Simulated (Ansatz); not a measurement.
Base system: CeO₂ in the CdI2 type structure (space group P-3m1, No. 164; a hypothetical phase, not in the database extracts checked).

```
CELL_PARAMETERS angstrom
      3.59394     0.00000     0.00000
     -1.79697     3.11244     0.00000
      0.00000     0.00000     4.41041
ATOMIC_POSITIONS crystal
  Ce 0.00000 0.00000 0.00000
  O  0.33333 0.66667 0.20466
  O  0.66667 0.33333 0.79534
```

Method: r2SCAN+rVV10, PAW, 500 eV (Ansatz, a quantum-chemistry and plane-wave program; scalar-relativistic without spin-orbit coupling).

Base values:

| Property | Result |
|---|---|
| Smallest direct gap | 2.67 eV |
| Lattice parameter a | 359.4 pm |
| Valley order | A (0, 0, 1/2) 2.52 eV; M (1/2, 0, 0) 2.71 eV |
| c/a ratio | 1.227 |

Modification: a hydrostatic pressure of 10 GPa.

Question: What happens to the smallest direct gap, lattice parameter a, valley order and c/a ratio?

Answer: The smallest direct gap falls by 0.25 eV to 2.42 eV; the lattice parameter a decreases by 3.85 pm, from 359.4 pm to 355.5 pm; the valley order (the lowest conduction-band minima on the path, energy above the VBM, named in the base's zone) goes from A (0, 0, 1/2) 2.52 eV; M (1/2, 0, 0) 2.71 eV to A (0, 0, 1/2) 2.27 eV; M (1/2, 0, 0) 2.46 eV; the c/a ratio decreases by 0.174, from 1.227 to 1.053.

Load acts through the strain it causes; cell and atoms are relaxed under it. Stability against distortions was not tested. Competing high-pressure phases were not computed. Seeded moments were not kept for the base. The final runs are not spin-polarised.
